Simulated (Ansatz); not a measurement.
Take HgSe in the zinc blende structure (space group F-43m, No. 216) as the base.

```xyz
2
Lattice="0.0000 3.0315 3.0315 3.0315 0.0000 3.0315 3.0315 3.0315 0.0000" Properties=species:S:1:pos:R:3 pbc="T T T"
Hg     0.0000     0.0000     0.0000
Se     1.5157     1.5157     1.5157
```

Cartesian axes are those of the cell as printed.

Calculations: plane-wave PAW DFT at the LDA level (Ansatz, an electronic-structure program, 420 eV), spin-orbit coupling left out.

The change: the cell is scaled by 0.9900 in all directions, atoms relaxed at fixed cell.

Q: Predict the stress tensor and what it implies for the stiffness.

A: Stress of the strained cell less that of the base (GPa, compression positive):
```
    1.9     0.0     0.0
    0.0     1.9     0.0
    0.0     0.0     1.9
```

Then B = −ΔP/(ΔV/V₀) with ΔV/V₀ = -0.0297 gives secant stiffness values (nonlinear terms included at this strain): B ≈ 63 GPa.

As a check, the harmonic strain energy −½ V₀ Δσ:ε is 4.9 meV/atom; the computed energy rise is 4.8 meV/atom.

A case with no gap was solved on a k-mesh chosen for an insulator, which is coarse for it. Stability against distortions was not tested. All final runs are without spin polarisation.
